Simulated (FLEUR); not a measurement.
**Equation of state of rock-salt HfN (space group 225): energy against volume (FLEUR, LDA)**

```yaml
crystal:
  lattice:
    - [0.00000, 2.17210, 2.17210]
    - [2.17210, 0.00000, 2.17210]
    - [2.17210, 2.17210, 0.00000]
  atoms:
    - { symbol: Hf, position: [0.00000, 0.00000, 0.00000] }
    - { symbol: N, position: [0.50000, 0.50000, 0.50000] }
```

Level of theory: LDA (Perdew-Zunger), all-electron FLAPW (FLEUR), scalar-relativistic valence (FLEUR). Settings: Kmax = 4.9 1/bohr; GmaxXC = 19.6 1/bohr; xcFunctional = pz; jspins = 1; l_soc = F; mode = hist; fermiSmearingEnergy = 0.00183747 Htr; mesh (inpgen div1-3) = 23 23 23; inpgen gamma flag = false; Gmax = 19.6 1/bohr; numbands = 0; maxIterBroyd = 25; imix = Anderson; alpha = 0.05; precondParam = 0; minDistance = 1e-05 me/bohr^3. The cell above is the first row's. The rows scale it uniformly. In all rows fractional positions and the k mesh are held. E is the free energy at the stated smearing, counted from the lowest row.

```
V (Å^3/atom)  E (meV/atom)
------------  ------------
10.248                   ?
10.471               46.42
10.694               20.81
10.916                5.66
11.139                0.00
11.362                2.80
11.585               13.36
11.808               30.77
12.030               54.43
```

Question: Using the third-order Birch-Murnaghan form, a cubic in V^(-2/3), estimate the missing E at V = 10.248 from the other rows, showing the fit.

Answer: With u = V^(-2/3) - 0.199, the rows have u = 0.009933, 0.007019, 0.004216, 0.001495, -0.001138, -0.003685, -0.006152, -0.008532. Least squares gives E = 0.581 - 1284.85·u + 591311·u² + 270394·u³. Residuals (row less fit): -0.005, 0.022, -0.035, 0.017, -0.009, 0.028, -0.032, 0.010; standard error 0.032 (degrees of freedom: 4). Its minimum lies at u = 0.001086, so V0 = (0.200086)^(-3/2) = 11.17. There d²E/du² = 1184000 and d³E/du³ = 1622000, so B0 = (4/9) × 11.17^(-7/3) × 1184000 × 0.160218 = 302 GPa (the last factor turns the table's units into GPa), and B0' = 4 + (2/3) × 0.200086 × (1622000)/1184000 = 4.2. At the withheld row, u = 0.012953, so E = 0.581 - 1284.85 × 0.012953 + 591311 × 0.012953² + 270394 × 0.012953³ = 83.736 meV/atom. The calculation gives 83.77 meV/atom, 0.034 meV/atom above the prediction (under 0.05 % of the range of E in the table). The row lies outside the fitted rows, so this is an extrapolation. From the scatter of the fitted rows alone, a prediction at this place has a standard error of 0.094 meV/atom, so the miss is 0.4 times that.

Carrying the step between the two nearest rows on in a straight line would have given 72.03, off by 11.74; series whose last step already gives the withheld value aren't shown. The scan was laid around a cell of about the measured size, scaled by a guess for this functional. The runs keep the symmetry of the cell, so they don't test it for distortions. Values depend on the basis (sphere radii, cutoffs, local orbitals), which need not be converged. Spin-orbit coupling is off. Cutoffs and mesh are single choices, not tested for convergence of this quantity. Series with a scatter that would blur these digits, or in which a gap closes, are not shown. Nor are scans whose minimum lies at an end fitted in this form.
